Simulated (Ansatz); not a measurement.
The starting structures come from a database of crystals and need not be the phases stable at ambient conditions.

 Where the default PAW files enter, the runs use the earlier of Ansatz's two default sets.

The decay constant κ of evanescent states in the gap governs leakage through a thin film.

Here is the system:

```
CELL_PARAMETERS angstrom
      4.38360     0.00000     0.00000
     -2.19180     3.79631     0.00000
      0.00000     0.00000     7.14803
ATOMIC_POSITIONS crystal
  Cd 0.00000 0.00000 0.49023
  Cd 0.33333 0.66667 0.00964
  Se 0.33333 0.66667 0.62575
  S  0.00000 0.00000 0.12238
```

Space group of this cell: P3m1. The cell is strained (all lengths scaled by 1.02); by r2SCAN its mean pressure is -4.2 GPa.

Transport runs along the normal of the first two printed cell vectors, the (001) plane of the conventional cell.

No gap correction and no spin-orbit coupling; mid-gap values are interpolated between computed energies.

Problem. State the band gap and the smallest decay constant κ at mid-gap according to r2SCAN run with Ansatz (a program for electronic structure).

Solution. Gap 1.00 eV on a 12×12×4 mesh; κ = 0.089 1/Å, at the zone centre.
